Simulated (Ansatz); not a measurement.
Structure of amorphous hafnium silicate (Hf6Si18O48) (periodic cell):

```yaml
crystal:
  lattice:
    - [10.27412, 0.00000, 0.00000]
    - [0.00000, 10.27412, 0.00000]
    - [0.00000, 0.00000, 10.27412]
  atoms:
    - { symbol: Hf, position: [0.07639, 0.05089, 0.44396] }
    - { symbol: Hf, position: [0.64131, 0.00829, 0.68978] }
    - { symbol: Hf, position: [0.84077, 0.75349, 0.78393] }
    - { symbol: Hf, position: [0.30485, 0.98187, 0.67579] }
    - { symbol: Hf, position: [0.00471, 0.62935, 0.23051] }
    - { symbol: Hf, position: [0.51169, 0.24392, 0.47228] }
    - { symbol: Si, position: [0.75793, 0.98093, 0.39779] }
    - { symbol: Si, position: [0.68787, 0.70083, 0.32118] }
    - { symbol: Si, position: [0.69836, 0.19319, 0.21016] }
    - { symbol: Si, position: [0.49226, 0.85569, 0.87743] }
    - { symbol: Si, position: [0.26205, 0.77333, 0.39048] }
    - { symbol: Si, position: [0.31859, 0.26681, 0.96024] }
    - { symbol: Si, position: [0.38631, 0.61399, 0.78796] }
    - { symbol: Si, position: [0.96968, 0.30135, 0.27412] }
    - { symbol: Si, position: [0.29627, 0.50175, 0.52386] }
    - { symbol: Si, position: [0.23358, 0.55618, 0.02137] }
    - { symbol: Si, position: [0.15368, 0.11106, 0.14221] }
    - { symbol: Si, position: [0.66682, 0.53771, 0.85057] }
    - { symbol: Si, position: [0.62826, 0.24814, 0.91661] }
    - { symbol: Si, position: [0.10123, 0.21340, 0.75083] }
    - { symbol: Si, position: [0.05546, 0.97761, 0.90113] }
    - { symbol: Si, position: [0.43218, 0.74101, 0.16073] }
    - { symbol: Si, position: [0.00532, 0.48665, 0.63501] }
    - { symbol: Si, position: [0.72124, 0.49419, 0.55249] }
    - { symbol: O, position: [0.56663, 0.23237, 0.29019] }
    - { symbol: O, position: [0.15247, 0.12026, 0.62302] }
    - { symbol: O, position: [0.33798, 0.61965, 0.12335] }
    - { symbol: O, position: [0.44849, 0.09102, 0.58627] }
    - { symbol: O, position: [0.82467, 0.68638, 0.24420] }
    - { symbol: O, position: [0.37480, 0.52482, 0.66112] }
    - { symbol: O, position: [0.63486, 0.36209, 0.55406] }
    - { symbol: O, position: [0.68064, 0.15468, 0.80022] }
    - { symbol: O, position: [0.45218, 0.82888, 0.02723] }
    - { symbol: O, position: [0.45395, 0.99789, 0.81434] }
    - { symbol: O, position: [0.97295, 0.61981, 0.71354] }
    - { symbol: O, position: [0.67506, 0.58818, 0.43347] }
    - { symbol: O, position: [0.40757, 0.77227, 0.75973] }
    - { symbol: O, position: [0.26304, 0.40106, 0.02145] }
    - { symbol: O, position: [0.00218, 0.22025, 0.40709] }
    - { symbol: O, position: [0.81396, 0.29887, 0.24142] }
    - { symbol: O, position: [0.69531, 0.38865, 0.88878] }
    - { symbol: O, position: [0.24386, 0.88651, 0.50776] }
    - { symbol: O, position: [0.76445, 0.63428, 0.92296] }
    - { symbol: O, position: [0.28823, 0.15548, 0.06888] }
    - { symbol: O, position: [0.87658, 0.46104, 0.54186] }
    - { symbol: O, position: [0.67338, 0.18844, 0.05470] }
    - { symbol: O, position: [0.08761, 0.99617, 0.05544] }
    - { symbol: O, position: [0.91382, 0.95801, 0.42306] }
    - { symbol: O, position: [0.18317, 0.05339, 0.28669] }
    - { symbol: O, position: [0.47068, 0.27077, 0.92108] }
    - { symbol: O, position: [0.79197, 0.89157, 0.65443] }
    - { symbol: O, position: [0.36052, 0.82623, 0.27566] }
    - { symbol: O, position: [0.67826, 0.84249, 0.39296] }
    - { symbol: O, position: [0.18416, 0.93722, 0.81730] }
    - { symbol: O, position: [0.68300, 0.07850, 0.50147] }
    - { symbol: O, position: [0.25477, 0.60758, 0.87306] }
    - { symbol: O, position: [0.00766, 0.12000, 0.83887] }
    - { symbol: O, position: [0.13917, 0.49792, 0.54805] }
    - { symbol: O, position: [0.01338, 0.45212, 0.29001] }
    - { symbol: O, position: [0.08772, 0.59876, 0.06184] }
    - { symbol: O, position: [0.56951, 0.68652, 0.21580] }
    - { symbol: O, position: [0.24223, 0.23562, 0.82245] }
    - { symbol: O, position: [0.69474, 0.57260, 0.69218] }
    - { symbol: O, position: [0.32546, 0.63634, 0.44199] }
    - { symbol: O, position: [0.51167, 0.57052, 0.87487] }
    - { symbol: O, position: [0.74608, 0.04785, 0.25299] }
    - { symbol: O, position: [0.35871, 0.36830, 0.46475] }
    - { symbol: O, position: [0.94684, 0.86606, 0.89247] }
    - { symbol: O, position: [0.02852, 0.34906, 0.71837] }
    - { symbol: O, position: [0.05234, 0.23371, 0.15467] }
    - { symbol: O, position: [0.11700, 0.74532, 0.33382] }
    - { symbol: O, position: [0.64339, 0.85035, 0.83661] }
```

Methods: PBE, scalar-relativistic without spin-orbit coupling (Ansatz, a quantum-chemistry and plane-wave program); r2SCAN, scalar-relativistic without spin-orbit coupling (Ansatz); HSE06, scalar-relativistic without spin-orbit coupling (Ansatz). Neutral PBE cell, which sets geometry, pressure and energy: sampling: a 2×2×2 Γ-centred mesh; Fermi-Dirac width 0.02 eV; no spin polarisation. Exact exchange is cut at the faces of this 10 Å cell, which leaves hybrid gaps a finite-size error.

A CHGNet melt-quench gave the starting glass, which DFT then relaxed. O atoms were pushed apart under 1.9 Å during the dynamics, to hinder bonds among them. The hot cell started wider than the set density and was brought back towards it in steps. It is the lowest in DFT energy of 2 quenches. It is a model cell: composition and starting density were chosen by hand, and all elements were melted together. No dispersion term was used. Its density started from a set value of 3.86 and ended at 3.59 g/cm³. The simulated quench (nominally 240 K/ps over its main leg) is rapid and tends to freeze in more defects than a deposited or slowly cooled glass has. One small periodic cell is one sample of the glass; other quenches scatter about these values. The volume was free in the relaxation, at fixed shape. Cycles of charging lowered its energy after that relaxation.

Q: Give the pressure, the energy against reference phases and the spacing of the highest filled and lowest empty levels.

A: 
* **Pressure on a 2×2×2 Γ-centred mesh**: -0.32 GPa
* **Largest force and stress component on that mesh (the relaxation ran on the zone centre alone)**: 0.02 eV/Å and 2.0 GPa
* **Energy relative to HfSiO4 (I4_1/amd) + alpha cristobalite (lowest mix at this level among the phases computed, not always the ambient ones)**: 0.118 eV/atom
* **Level gap on a 2×2×2 Γ-centred mesh (PBE)**: 3.95 eV
* **Level gap at the zone centre (PBE)**: 3.95 eV
* **Level gap at the zone centre (r2SCAN)**: 4.39 eV
* **Level gap at the zone centre (HSE06)**: 5.52 eV
* **Distance between the nearest levels spread over more than a fifth of the atoms or a third of the atoms of their main element (six at least) (PBE, zone centre)**: 4.62 eV

Q: At PBE and the zone centre, how localised are the states just below and above the Fermi level (participation number: the atoms over which a state spreads)?

A: The highest filled state is spread over 2.8 atoms' worth, largest on O51, with weights by element (charge in smoothed Voronoi cells) O 0.93, Hf 0.05, Si 0.02. The lowest empty state is spread over 7.9 atoms' worth, largest on Hf4, with weights by element (charge in smoothed Voronoi cells) Hf 0.50, O 0.47, Si 0.04.

At PBE the levels at the filled edge of the gap are localised (band-tail or defect states), and the nearest spread-out levels lie 4.6 eV apart at the zone centre.

Neighbours within Hf-Hf 3.34 Å, Hf-Si 2.89 Å, Hf-O 2.74 Å, Si-Si 2.60 Å, Si-O 1.90 Å, O-O 1.58 Å count as bonded. Two cations that share two anions don't count as bonded, nor two that share one unless they lie closer than Hf-Hf 3.25 Å, Hf-Si 2.81 Å, Si-Si 2.38 Å.

Added carriers, by PBE, scalar-relativistic without spin-orbit coupling run with Ansatz on the zone centre alone. Charged cells keep the cell fixed and stand in a uniform background, with no image correction, at a width of 0.01 eV; where the count is odd the moment is locked at 1 μB, unless the neutral cell bore moments. Each starts from the undistorted neutral geometry alone. PBE's self-interaction favours spread-out carriers, so it can miss traps that a hybrid finds.

Q: What happens at PBE when the cell takes an extra electron and the atoms relax?

A: Relaxation lowers the charged cell by 0.65 eV. The largest moves are O28 0.33 Å, O37 0.24 Å, O56 0.23 Å, O51 0.22 Å. The level that holds the added charge spreads over 5.7 atoms' worth, most on Hf4 (weight 0.28): a localised (trapped) carrier, which neighbours of that atom can share. No bond crosses its cut-off with a change of over 0.15 Å (metal-metal contacts aside). Made neutral again at that geometry, the cell lies +0.87 eV from the neutral start.

Q: What happens at PBE when the cell takes a hole and the atoms relax?

A: Relaxation lowers the charged cell by 0.53 eV. The largest moves are O51 0.53 Å, O48 0.26 Å, Hf2 0.22 Å, O66 0.19 Å. The level that was emptied spreads over 2.5 atoms' worth, most on O51 (weight 0.58): a localised (trapped) carrier, which neighbours of that atom can share. No bond crosses its cut-off with a change of over 0.15 Å (metal-metal contacts aside). Made neutral again at that geometry, the cell lies +1.14 eV from the neutral start.
